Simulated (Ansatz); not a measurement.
# NiSi under a change: biaxial strain −1.05 %, plane normal [001], relaxed out of plane

The reference is NiSi (space group Pnma, No. 62; a = 5.105 Å, b = 3.360 Å, c = 5.504 Å; non-magnetic). Axes: x, y, z lie along a, b, c of the conventional cell.

Modification: biaxial strain −1.05 %, plane normal [001], relaxed out of plane (Cartesian); in-plane vectors clamped, the third vector and the atoms free.

The values are results of PBEsol in Ansatz (plane waves to 420 eV, PAW, scalar-relativistic without spin-orbit coupling), not measurements. Settings: 14×9×9 k-points, 0.05 eV Fermi–Dirac smearing, for the changed cell.

Space group: Pnma (No. 62) (base Pnma (No. 62))
Shortest interatomic distance: 225.7 pm (base 226.4 pm)
Pressure (mean of the normal stresses, compression positive): 2.1 GPa (base 0.0 GPa)
Band gap: zero (base zero)
Out-of-plane strain: +1.23 % (rough)
Mean in-plane stress (compression positive): +3.1 GPa (rough)

Cost of the whole job for the changed cell (relaxation, final SCF and bands): around 4 core-minutes (rough).

Without a gap, meshes like the base's 9×14×9 leave anisotropic stresses uncertain by several tenths of a GPa, and small strain energies with them. Whether these cells are dynamically stable was not tested. Seeded moments were not kept for the base. All final runs are without spin polarisation.

Ansatz is a program for electronic structure.
